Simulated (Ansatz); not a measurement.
Input and output of a self-consistent single point for HRh (Fm-3m, 2 atoms in the cell) (Ansatz, a first-principles code).

Computed with LDA (PW92), default PAW files made with PBE (plane waves; Ansatz).

```xyz
2
Lattice="0.0000 2.0225 2.0225 2.0225 0.0000 2.0225 2.0225 2.0225 0.0000" Properties=species:S:1:pos:R:3 pbc="T T T"
H      2.0225     2.0225     2.0225
Rh     0.0000     0.0000     0.0000
```
Moments meant for the start (each program seeds them in its own way; μB, in the order of the atoms H Rh): 0.0 1.0.

Reference input (self-consistent single point, DFT, LDA (PW92), plane waves, default PAW files made with PBE): basis.ecutwfc = 420 eV; kpoints.mp_grid.grid = 14 14 14; hamiltonian.xc = lda; hamiltonian.pseudopotentials = {kind: paw} (the program's default PAW files); magnetization.spin_polarized = true; scf.occupations.method = gaussian; scf.occupations.width = 0.1 eV. This run's input differs from it in these lines:

Ansatz 0.2 input:
```diff
@@ -10,3 +10,3 @@
 basis:
-  ecutwfc: 420.0 eV
+  ecutwfc: 170.0 eV
 kpoints:
```

Log, with long lists cut:

```
SCF iter   1: F=—  HF=-6280.073846 eV  |F-HF|=—  |Δ(HF+E_count)|=         —  Δρ=2.71e-1 (↑2.71e-1 ↓1.82e-1)  dr2=2.79e1  dr2_m=5.49e-1  M=-0.111 μB ∫|m|=0.139 μB  β_m=0.30  ethr=3.10e-3  ⟨swp⟩=4.5  Hψ=13559  notcnv=0
Mixer restart at iter 1: flushing history
all-band conjugate gradients solve this SCF's bands
preconditioner: auto → none
   [... lines left out ...]
SCF iter  12: F=—  HF=-6264.852406 eV  |F-HF|=—  |Δ(HF+E_count)|=  7.00e-11  Δρ=3.39e-7 (↑3.39e-7 ↓2.83e-7)  dr2=1.03e-12  dr2_m=1.40e-11  M=-0.000 μB ∫|m|=0.000 μB  β_m=0.94  ethr=5.63e-12  ⟨swp⟩=2.0  Hψ=5590  notcnv=0
SCF iter  13: F=-6264.852406 eV  HF=-6264.852406 eV  |F-HF|=0.00e0  |Δ(HF+E_count)|=  6.37e-12  Δρ=5.97e-8 (↑2.94e-8 ↓5.97e-8)  dr2=3.69e-13  dr2_m=1.60e-13  M=-0.000 μB ∫|m|=0.000 μB  ethr=1.00e-12  ⟨swp⟩=1.0  Hψ=6669  notcnv=0
SCF 1 converged in 13 iterations: F = -6264.852406 eV  dr2 = 3.69e-13
WARN: the starting moments were not kept: the SCF closed with an absolute magnetisation of 3.3e-6 μB, where they sum to 1 μB in size (1 site) …
Magnetization: -0.0000 μB (9.0000 up, 9.0000 down)
   [... lines left out ...]
Absolute magnetization: 0.0000 μB (∫|ρ↑−ρ↓|, with the PAW one-centre terms)
Free energy (F): -6264.852406 eV
Fermi energy:    18.576851 eV
   [... lines left out ...]
  atom   2  Rh    -0.00000000    -0.00000000    -0.00000000
--- Stress (GPa, compression-positive) ---
      -85.425348      -0.000000       0.000000
        0.000000     -85.425348      -0.000000
        0.000000      -0.000000     -85.425348
  P = ⅓ Tr σ = -85.4253 GPa (-854.253 kbar)
  The stress holds the Pulay correction. Without it, at fixed plane waves, as pw.x and ABINIT print it: P = -1075.2850 GPa
```

The run converged in 13 iterations. Against the reference run the free energy goes up by 14.7 eV/atom and the pressure goes from -14.48 to -85.43 GPa.

The starting cell comes from a database of computed structures (which also holds hypothetical and non-ambient phases and stackings), without a prior relaxation at this level. Its lattice was rescaled by up to half a per cent. The starting moments vanished: the run ended non-magnetic. The program warned that a starting moment was not kept. Ansatz's pressure includes its estimate of the finite-basis (Pulay) stress. Without the estimate this run gives -1075.29 GPa. The cutoff lies below the one recommended for these files.
